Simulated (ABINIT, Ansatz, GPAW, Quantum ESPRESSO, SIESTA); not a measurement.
SrSbPt (P-6m2, 3 atoms in the cell) computed with different codes at matched settings

Self-consistent single point.

```xyz
3
Lattice="4.5072 0.0000 0.0000 -2.2536 3.9033 0.0000 0.0000 0.0000 4.6400" Properties=species:S:1:pos:R:3 pbc="T T T"
Sr     0.0000     0.0000     0.0000
Sb     2.2536     1.3011     2.3200
Pt     0.0000     2.6022     2.3200
```

Shared settings, as Ansatz (a program for electronic structure) writes them: kpoints.mp_grid.grid = 3 3 2; scf.occupations.method = gaussian; scf.occupations.width = 0.1 eV. Potentials and cutoffs stand in the table.

| code | model | pressure (GPa) | cutoff |
|---|---|---|---|
| GPAW | LDA (Perdew-Wang 92), GPAW PAW datasets LDA (gpaw-data 1.0.1) | -4.37 | 550 eV |
| Ansatz | LDA (PW92), PAW files made with PBE | -4.22 | 420 eV |
| Quantum ESPRESSO | LDA (PZ), GBRV 1.5 ultrasoft (LDA) pseudopotentials | -4.33 | 40 Ry |
| ABINIT | LDA (PW92), norm-conserving pseudopotentials (PseudoDojo nc-sr-04 LDA standard) | -4.15 | 84 Ry |
| SIESTA | LDA PW92, numerical atomic orbitals DZP, PseudoDojo LDA standard norm-conserving potentials (rewritten from UPF to PSML) | -2.05 | grid 400 Ry |

On Ansatz's run: spin-orbit coupling is off. Spin polarisation is off.

The spread over the programs that give each value: pressure within 2.32 GPa.

SIESTA uses small atom-centred bases, whose incompleteness enters pressures, forces and empty levels differently from a plane-wave cutoff. Ansatz's pressure is given at a fixed set of plane waves, as the other plane-wave codes print theirs. The same LDA comes in different parametrisations, which differ slightly. In the pressure, SIESTA (by 2.23) lies more than 1 GPa from the median of the plane-wave programs.

On the base mesh (6 6 5) the same programs gave: Ansatz pressure -3.59 GPa; Quantum ESPRESSO pressure -3.69 GPa; ABINIT pressure -3.51 GPa; GPAW pressure -3.79 GPa; SIESTA pressure -1.41 GPa.

The values differ from the base mesh's, so the mesh still matters here: the table compares the programs at equal settings.

The starting cell comes from a database of computed structures (which also holds hypothetical and non-ambient phases and stackings), without a prior relaxation at this level.

Left out of this page: CP2K (on another mesh); Elk and FLEUR (not drawn, or without a comparable value).

Keys are those of Ansatz 0.2.
